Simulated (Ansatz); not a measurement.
VN, pressure series

The reference is VN in the rock salt structure (space group Fm-3m, No. 225; a = 4.1168 Å).

Cell and atoms are relaxed at each pressure.

Level of theory: PBE (Ansatz, an electronic-structure program; PAW; 420 eV plane waves; no spin-orbit coupling).

```json
[
 {"pressure (GPa)": "-2", "volume per atom (Å³/atom)": "8.778"},
 {"pressure (GPa)": "-1", "volume per atom (Å³/atom)": "8.749"},
 {"pressure (GPa)": "0", "volume per atom (Å³/atom)": "8.722"},
 {"pressure (GPa)": "0.3", "volume per atom (Å³/atom)": "8.713"},
 {"pressure (GPa)": "0.7", "volume per atom (Å³/atom)": "?"},
 {"pressure (GPa)": "1.5", "volume per atom (Å³/atom)": "8.681"},
 {"pressure (GPa)": "3", "volume per atom (Å³/atom)": "8.641"},
 {"pressure (GPa)": "7.5", "volume per atom (Å³/atom)": "8.526"},
 {"pressure (GPa)": "10", "volume per atom (Å³/atom)": "8.465"}
]
```

Fit the third-order Birch–Murnaghan form P(V) = (3B₀/2)[(V₀/V)^(7/3) − (V₀/V)^(5/3)]·[1 + (3/4)(B₀′ − 4)((V₀/V)^(2/3) − 1)] (squares taken in P) to the rows shown and predict the withheld row.

Least squares on the printed values gives V₀ = 8.722 Å³/atom, B₀ = 317 GPa, B₀′ = 3.7; this predicts 8.703 Å³/atom, and the run gives 8.702 Å³/atom, in agreement.

Load acts through the strain it causes; cell and atoms are relaxed under it. Whether these cells are dynamically stable was not tested. No other phases were tried under pressure. Starting moments died away, wholly or in part, for the base; another magnetic solution may exist. All final runs are without spin polarisation.
